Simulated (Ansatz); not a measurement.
Start from HgSe in the zinc blende structure (space group F-43m, No. 216; a = 6.133 Å). Axes: x, y, z lie along the cube axes.

Computed with PBEsol, PAW, 420 eV (Ansatz, a quantum-chemistry and plane-wave program; no SOC).

For the base:

- Volume per atom: 28.83 Å³

Modification: tensile biaxial strain of 1.25 % in the plane normal to [111], as in epitaxy on a mismatched substrate; the out-of-plane cell vector and the atoms relax.

**Question.** Estimate the effect on the energy relative to the base.

**Answer.** The energy goes up by 2.4 meV/atom.

**Question.** Estimate the effect on the valley order.

**Answer.** The valley order (the lowest conduction-band minima on the path, energy above the VBM, named in the base's zone) comes out as Γ 0.02 eV; L along [111] 0.84 eV; L along [1-1-1] 1.06 eV.

**Question.** Estimate the effect on the volume per atom.

**Answer.** The volume per atom increases by 0.403 Å³ to 29.24 Å³.

Spin-orbit coupling, missing from the scalar runs, can matter with Hg. No phonon test of stability was made. The final runs are not spin-polarised.
